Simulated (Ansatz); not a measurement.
All values below come from PBE (plane waves to 420 eV, PAW; Ansatz, an electronic-structure program).

Planar average of the electrostatic potential across the slab, in eV from the Fermi level, for the (30-31) surface of hcp Ti in its 1x1 cell, outermost plane spacing 0.42 Å in the ideal cut:

| z (Å) | V (eV) |
|---|---|
| 3.83 | 3.88 |
| 4.12 | 3.88 |
| 4.42 | 3.88 |
| 4.71 | 3.88 |
| 5.01 | 3.87 |
| 5.30 | 3.86 |
| 5.59 | 3.83 |
| 5.89 | 3.79 |
| 6.18 | 3.70 |
| 6.48 | 3.54 |
| 6.77 | 3.25 |
| 7.07 | 2.72 |
| 7.36 | 1.73 |
| 7.66 | -0.03 |
| 7.95 | -2.23 |
| 8.24 | -4.35 |
| 8.54 | -5.97 |
| 8.83 | -6.97 |
| 9.13 | -7.27 |
| 9.42 | -7.23 |
| 9.72 | -7.20 |
| 10.01 | -7.29 |
| 10.31 | -7.25 |
| 10.60 | -7.09 |
| 10.89 | -6.95 |
| 11.19 | -6.83 |
| 11.48 | -6.88 |
| 11.78 | -6.85 |
| 12.07 | -6.90 |
| 12.37 | -6.83 |
| 12.66 | -6.74 |
| 12.96 | -6.58 |
| 13.25 | -6.68 |
| 13.54 | -6.58 |
| 13.84 | -6.74 |
| 14.13 | -6.83 |
| 14.43 | -6.90 |
| 14.72 | -6.85 |
| 15.02 | -6.88 |
| 15.31 | -6.83 |
| 15.61 | -6.95 |
| 15.90 | -7.09 |
| 16.19 | -7.25 |
| 16.49 | -7.29 |
| 16.78 | -7.20 |
| 17.08 | -7.23 |
| 17.37 | -7.27 |
| 17.67 | -6.97 |
| 17.96 | -5.97 |
| 18.26 | -4.35 |
| 18.55 | -2.23 |
| 18.84 | -0.03 |
| 19.14 | 1.73 |
| 19.43 | 2.72 |
| 19.73 | 3.25 |
| 20.02 | 3.54 |
| 20.32 | 3.70 |
| 20.61 | 3.79 |
| 20.91 | 3.83 |
| 21.20 | 3.86 |
| 21.49 | 3.87 |
| 21.79 | 3.88 |
| 22.08 | 3.88 |
| 22.38 | 3.88 |
| 22.67 | 3.88 |

Model: 26-atom slab, 10.4 Å thick at the start (thin: gaps and levels are the slab's own), 13x3x1 mesh, Fermi-Dirac 0.1 eV, dipole correction, all atoms relaxed; held to the part of the start's symmetry that mesh and held atoms allow; no spin, no spin-orbit, no U.

The vacuum level lies 3.88 eV above the Fermi level over the top face and 3.88 eV above it under the bottom face.
